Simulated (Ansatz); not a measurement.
Base system: Pt in the hcp (Mg type) structure (space group P6_3/mmc, No. 194; a = 2.729 Å, c = 4.694 Å; a cell from a computed database, its experimental status unchecked).

Now apply this change: a hydrostatic pressure of 0.7 GPa.

Levels (all Ansatz, a quantum-chemistry and plane-wave program, PAW): PBEsol (420 eV, no spin-orbit coupling); PBEsol+SOC (420 eV, spin-orbit coupling included).

The geometry is relaxed with PBEsol.

- PBEsol pressure: 0.7 GPa

With PBEsol+SOC at the same geometry, the pressure rises by 0.4 GPa to 1.1 GPa.

Single points use the geometry relaxed with PBEsol. Differences between runs with and without spin-orbit coupling are approximate. Load acts through the strain it causes; cell and atoms are relaxed under it. Stability against distortions was not tested. The runs without spin-orbit coupling are not spin-polarised. Pt has a high density of states at the Fermi level and may be magnetic at this level. This is not the structure that Pt has at room temperature and ambient pressure.
